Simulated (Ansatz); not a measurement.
An Ansatz (a first-principles code) run: Zr with a change (uniaxial strain ε_zz = +1.00 %); LDA, PAW, 420 eV (Ansatz; scalar-relativistic without spin-orbit coupling).

Input:

Ansatz 0.2 input:
```yaml
crystal:
  lattice:
    - [3.1437734258, 0, 0]
    - [-1.5718867129, 2.7225876505, 0]
    - [0, 0, 5.1437678965]
  atoms:
    - { symbol: Zr, position: [0.6666666667, 0.3333333333, 0.75] }
    - { symbol: Zr, position: [0.3333333333, 0.6666666667, 0.25] }
basis: { ecutwfc: 420, ecutrho_ratio: 4, xc_grid: 2, fft_grid_basis: typed }
kpoints: { mp_grid: { grid: [21, 21, 12] } }
hamiltonian:
  xc: lda
  dispersion: none
  pseudopotentials: { kind: paw }
scf: { occupations: { method: fermi_dirac, width: 0.1 }, convergence: { dr2_threshold: 0.0000000002 } }
relax: { f_tol: 0.005, max_steps: 50 }
output: { forces: true, stress: true }
checkpoint: { write: state.ck, write_every: 1000 }
```

Output:

```
Relaxation: its limit of steps is 50 (relax.max_steps)
WARN ansatz: RAYON_NUM_THREADS=1 ignored (pool sized by the plan → 1); use --threads N
Pseudopotentials: kind: paw
Pseudopotential: Zr, paw, valence charge 12
Functional definition: SPW92
Crystal: 2 atoms, lattice volume = 44.027 Å³
Basis set: ecut = 420 eV, 845 PW (Γ), exchange–correlation on 48×48×72 points (8 copies of the dense FFT grid, shifted against one another)
Bands: 16, of which v1, the nominal top of the filled ones, is band 12 counted from 1 (11 counted from 0)
Symmetry: 24 space group operations
Space group: P63/mmc (ITA 194), of the structure as read, at distance tolerance 3.5e-5 Å
k-points: 336 of 5292
PAW frozen core: Zr, regenerated for the run's functional, and the local potential with it
Initial density: superposition of atomic densities (neutral atoms: chi_scale 0, normalization atom), corrected by the library's trained network
Initial wavefunctions: pseudopotential atomic-orbital guess
Eigensolver: davidson
Functional: x = slater, c = lda
SCF iter   1: F=—  HF=-8154.959835 eV  |F-HF|=—  |Δ(HF+E_count)|=         —  Δρ=5.53e-3  dr2=4.03e-3  ethr=1.77e-3  ⟨swp⟩=4.8  Hψ=22857  notcnv=0
all-band conjugate gradients solve this SCF's bands
preconditioner: auto → Kerker (q_TF=auto, 2.466 Å⁻¹)
SCF iter   2: F=—  HF=-8154.958859 eV  |F-HF|=—  |Δ(HF+E_count)|=   9.76e-4  Δρ=3.16e-3  dr2=1.43e-3  ethr=1.68e-5  ⟨swp⟩=2.0  Hψ=10660  notcnv=0
SCF iter   3: F=—  HF=-8154.958929 eV  |F-HF|=—  |Δ(HF+E_count)|=   6.99e-5  Δρ=4.18e-4  dr2=3.41e-5  ethr=5.95e-6  ⟨swp⟩=2.2  Hψ=9279  notcnv=0
SCF iter   4: F=—  HF=-8154.958919 eV  |F-HF|=—  |Δ(HF+E_count)|=   1.01e-5  Δρ=9.03e-5  dr2=2.50e-6  ethr=1.42e-7  ⟨swp⟩=2.4  Hψ=9674  notcnv=0
SCF iter   5: F=—  HF=-8154.958919 eV  |F-HF|=—  |Δ(HF+E_count)|=   1.70e-8  Δρ=2.36e-5  dr2=2.04e-7  ethr=1.04e-8  ⟨swp⟩=1.0  Hψ=5376  notcnv=0
SCF iter   6: F=—  HF=-8154.958918 eV  |F-HF|=—  |Δ(HF+E_count)|=   3.10e-8  Δρ=7.56e-6  dr2=1.43e-8  ethr=8.51e-10  ⟨swp⟩=2.3  Hψ=7450  notcnv=0
SCF iter   7: F=—  HF=-8154.958918 eV  |F-HF|=—  |Δ(HF+E_count)|=   5.54e-9  Δρ=1.25e-6  dr2=3.49e-10  ethr=5.95e-11  ⟨swp⟩=2.1  Hψ=8590  notcnv=0
SCF iter   8: F=-8154.958918 eV  HF=-8154.958918 eV  |F-HF|=1.82e-12  |Δ(HF+E_count)|=  1.53e-10  Δρ=1.06e-7  dr2=2.42e-12  ethr=1.00e-12  ⟨swp⟩=4.0  Hψ=18940  notcnv=0
SCF 1 converged in 8 iterations: F = -8154.958918 eV  dr2 = 2.42e-12
relax step   1: F+E_penalty+E_count = -8154.95891849 eV  Δ(F+E_penalty+E_count) = +0.000e0 eV  max|allowed force component| = 1.110e-16 eV/Å  Δτ_max = 0.0000 Å  (8 SCF iters, accepted)
the relaxation is at rest under the 24 symmetry operations that the run kept from its start: a minimum is not shown …
SCF converged after 8 iterations
Free energy (F): -8154.958918 eV
Harris-Foulkes:  -8154.958918 eV  (|F-HF|=1.82e-12)
Internal energy: -8154.887975 eV  (E = F + TS)
E sigma→0 (E₀):  -8154.923447 eV
Entropy (-TS):   -0.070943 eV (-35.472 meV/atom)
Fermi energy:    14.617884 eV
--- Per-component energies (eV) ---
  E_band       = -174.927122
  E_kinetic    = 669.008420
  E_local      = -1211.000404  (includes V_loc(G=0)·N_el)
  E_nonlocal   = 170.214718
  E_hartree    = 373.330508
  E_xc         = -321.365940
  E_vxc        = -381.776113  (∫ρ·V_xc dr)
  E_paw        = -5698.959628  (= ΣΔE_a)
  E_vpaw       = -168.034841  (= ΣTr[D̂ρ^β])
  E_aug_tail   = 0.000047  (compensation charges beyond the density's cutoff)
  E_ewald      = -2136.856498
  E_core_change = 0.740802  (= ΣΔE_core)
  E_smearing   = -0.070943  (= −TS)
  E_closure    = 0.000000  (closes the sum)
  Σ components = -8154.958918   (vs F -8154.958918, Δ=0.00e0)
  [band-id]    e_kinetic+e_local+e_nonlocal+2·e_hartree+e_vxc+e_vpaw+e_augmentation_tail = -174.927157   (vs E_band -174.927122, Δ=-3.51e-5)
--- Forces (eV/Å), atoms counted from 1 ---
  atom   1  Zr     0.00000000     0.00000000     0.00000000
  atom   2  Zr    -0.00000000    -0.00000000     0.00000000
  max |Σ_I F_I| component: 9.25e-18 eV/Å
--- Stress (GPa, compression-positive) ---
       -0.794708       0.000000       0.000000
       -0.000000      -0.794708       0.000000
        0.000000       0.000000      -1.692768
  P = ⅓ Tr σ = -1.0941 GPa (-10.941 kbar)
  The stress holds the Pulay correction. Without it, at fixed plane waves, as pw.x and ABINIT print it: P = -1.1108 GPa
  The stress includes an estimate of the error left by incomplete SCF convergence (largest component 0.0001 GPa).
--- Band table ---
  band table: none
--- Relaxed structure (1 steps of the walk, 1 accepted, 0 SCFs on fresh bases) ---
  F+E_penalty+E_count = -8154.95891849 eV   max|allowed force component| = 1.110e-16 eV/Å
  atoms:
    - { symbol: Zr, position: [0.6666666666666667, 0.33333333333333337, 0.7499999999999999] }
    - { symbol: Zr, position: [0.33333333333333337, 0.6666666666666667, 0.24999999999999994] }
```

No phonon test of stability was made. All final runs are without spin polarisation. The cell was made from Zr in the hcp (Mg type) structure (space group P6_3/mmc, No. 194) by this change: uniaxial strain ε_zz = +1.00 %.
